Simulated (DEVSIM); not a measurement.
Structure: abrupt Ge n-p junction, at 300 K.

```
layer (left to right)  material  thickness (μm)  Nd (cm⁻³)  Na (cm⁻³)  τn (s)  τp (s)
---------------------  --------  --------------  ---------  ---------  ------  ------
1                            Ge           0.240     1.3e15          -  2.7e-6  2.7e-6
2                            Ge            42.0          -     1.1e17  2.7e-6  2.7e-6
```

Left contact: ohmic. Right contact: ohmic. Voltage is applied to the left contact. Recombination: SRH at mid-gap, radiative. Mobility is μmin + (μ − μmin)/(1 + (N/Nref)^α).

Constants are typed, rounded textbook-type inputs, not results; the design itself was drawn at random and stands for no fabricated device. Values at 300 K.

```csv
parameter,Ge
gap (eV),0.664
affinity (eV),4
permittivity,16
Nc (cm⁻³),1.04e19
Nv (cm⁻³),6e18
μn (cm²/Vs),3900
μp (cm²/Vs),1900
"μn,min",150
"μp,min",100
"Nref,n",2.6e17
"Nref,p",4e17
αn,0.56
αp,0.6
B (cm³/s),6.4e-14
```

Simulated with DEVSIM: 1D drift-diffusion, Boltzmann statistics, complete ionisation; no tunnelling, impact ionisation, image-force lowering or self-heating.

### Question
Tabulate band edges, carrier densities and field at -0.65 V on the left contact.

### Answer
Energies count from the Fermi level of the right contact; mesh points crowd at the junctions.

| x (μm) | Ec (eV) | Ev (eV) | n (cm⁻³) | p (cm⁻³) | field (V/cm) |
|---|---|---|---|---|---|
| 0.000 | 0.882 | 0.218 | 1.3e15 | 3.4e11 | -1200 |
| 0.02585 | 0.879 | 0.215 | 1.5e15 | 7.0e14 | -1200 |
| 0.07374 | 0.875 | 0.211 | 1.7e15 | 1.9e15 | -630 |
| 0.1505 | 0.877 | 0.213 | 1.6e15 | 4.4e15 | 1500 |
| 0.2171 | 0.903 | 0.239 | 5.8e14 | 1.6e16 | 7800 |
| 0.2410 | 0.929 | 0.265 | 2.1e14 | 4.5e16 | 14000 |
| 0.2703 | 0.948 | 0.284 | 1.0e14 | 9.7e16 | 2200 |
| 0.3665 | 0.951 | 0.287 | 8.7e13 | 1.1e17 | -90 |
| 0.5426 | 0.949 | 0.285 | 8.7e13 | 1.1e17 | -93 |
| 0.8964 | 0.946 | 0.282 | 8.7e13 | 1.1e17 | -93 |
| 1.692 | 0.939 | 0.275 | 8.7e13 | 1.1e17 | -93 |
| 4.308 | 0.914 | 0.250 | 8.7e13 | 1.1e17 | -93 |
| 9.096 | 0.870 | 0.206 | 8.7e13 | 1.1e17 | -93 |
| 19.48 | 0.773 | 0.109 | 8.7e13 | 1.1e17 | -93 |
| 33.69 | 0.640 | -0.024 | 8.3e13 | 1.1e17 | -93 |
| 38.31 | 0.597 | -0.067 | 6.6e13 | 1.1e17 | -93 |
| 40.44 | 0.577 | -0.087 | 4.1e13 | 1.1e17 | -93 |
| 41.42 | 0.568 | -0.096 | 2.2e13 | 1.1e17 | -93 |
| 41.96 | 0.563 | -0.101 | 8.3e12 | 1.1e17 | -93 |
| 42.12 | 0.562 | -0.102 | 3.5e12 | 1.1e17 | -93 |
| 42.20 | 0.561 | -0.103 | 1.3e12 | 1.1e17 | -93 |
| 42.24 | 0.561 | -0.103 | 4.0e9 | 1.1e17 | -93 |
